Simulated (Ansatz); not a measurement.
## A short convergence ladder for SnO2 (P4_2/mnm, 6 atoms in the cell)

```xyz
6
Lattice="4.7258 0.0000 0.0000 0.0000 4.7258 0.0000 0.0000 0.0000 3.1804" Properties=species:S:1:pos:R:3 pbc="T T T"
Sn     0.0000     0.0000     0.0000
Sn     2.3629     2.3629     1.5902
O      1.4508     1.4508     0.0000
O      3.8137     0.9121     1.5902
O      0.9121     3.8137     1.5902
O      3.2750     3.2750     0.0000
```

Base method: PBE (plane waves, PAW; Ansatz, a quantum-chemistry and plane-wave program).

Base settings: basis.ecutwfc = 420 eV; kpoints.mp_grid.grid = 5 5 8; hamiltonian.xc = pbe; hamiltonian.pseudopotentials = {kind: paw} (the program's default PAW files); scf.occupations.method = fermi_dirac; scf.occupations.width = 0.01 eV.

Core times come from one kind of shared machine, to one figure; runs under 30 s give none.

**Zone-centre phonons against the cutoff**

In this ladder: scf.occupations.method = fixed; scf.occupations.width = default; phonons.method = dfpt; phonons.dielectric = true; phonons.rigid_motions = translations.

The mesh stays at the base's, so the ladder's end is converged at best in this setting alone.

Frequencies are those of the unrelaxed cell, without the LO-TO term of polar crystals.

Only quantities that move along the ladder and can be compared are tabulated.

ε∞ and Born charges come from denser meshes that the program picks itself.

| basis.ecutwfc | highest zone-centre frequency (cm⁻¹) | lowest optical frequency (cm⁻¹) | largest Born charge (mean of the diagonal) (e) | mean ε∞ | core time / last (rough) |
|---|---|---|---|---|---|
| 210 eV | 892.9 | 173.3 | 4.263 | 4.458 | 0.6 |
| 295 eV | 785.8 | -60.5 | 4.271 | 4.415 | 1.0 |
| 420 eV | 777.6 | 34.7 | 4.260 | 4.409 | 0.9 |
| 505 eV | 777.5 | 33.2 | 4.261 | 4.409 | 1 |

Coarsest basis.ecutwfc that holds the largest Born charge (mean of the diagonal) within 0.005 e of the last step, with all finer ones: 420 eV; the step before is off by 0.010 e.

Coarsest basis.ecutwfc that holds the highest zone-centre frequency within 2 cm⁻¹ of the last step, with all finer ones: 420 eV; the step before is off by 8.3 cm⁻¹.

Coarsest basis.ecutwfc that holds the mean ε∞ within 0.01 of the last step, with all finer ones: 295 eV; the step before is off by 0.050.

On the base run: the starting cell has typed, rounded lattice constants, without a prior relaxation at this level. Its lattice was rescaled by up to half a per cent. In the base run, with a pressure of about 13 GPa the cell is away from its equilibrium volume at this level.

Keys are those of Ansatz 0.2.
